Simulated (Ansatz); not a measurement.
# Si: response to strain

Base system: Si (space group P6_3/mmc, No. 194; a = 3.832 Å, c = 6.342 Å; a cell from a computed database, its experimental status unchecked). Axes: x lies along a and z along c of the hexagonal cell.

Strains are applied to the cell and any free atomic positions relax; under biaxial strain the out-of-plane vector relaxes too.

Level of theory: r2SCAN (Ansatz, a program for electronic structure), spin-orbit coupling left out, earlier PAW set.

Base values:

The smallest direct gap is 1.36 eV.

Question: The aim is a smallest direct gap between 1.66 eV and 1.76 eV. Which of these changes reaches it?
A. strain tensor (xx, yy, zz, yz, xz, xy) = (+1.90, +1.56, +0.47, +0.31, −2.63, −0.49) %
B. uniaxial strain ε_zz = −1.86 %
C. strain tensor (xx, yy, zz, yz, xz, xy) = (−0.77, +0.39, +0.28, +0.14, +1.52, +1.64) %
D. biaxial strain −0.77 %, plane normal [001], relaxed out of plane
E. biaxial strain −1.88 %, plane normal [001], relaxed out of plane

Answer: E, biaxial strain −1.88 %, plane normal [001], relaxed out of plane. It gives 1.71 eV; strain tensor (xx, yy, zz, yz, xz, xy) = (−0.77, +0.39, +0.28, +0.14, +1.52, +1.64) % gives 1.17 eV; biaxial strain −0.77 %, plane normal [001], relaxed out of plane gives 1.51 eV; strain tensor (xx, yy, zz, yz, xz, xy) = (+1.90, +1.56, +0.47, +0.31, −2.63, −0.49) % gives 0.99 eV; uniaxial strain ε_zz = −1.86 % gives 1.22 eV. Changes not listed may reach it too

Stability against distortions was not tested. This is not the structure that Si has at room temperature and ambient pressure.
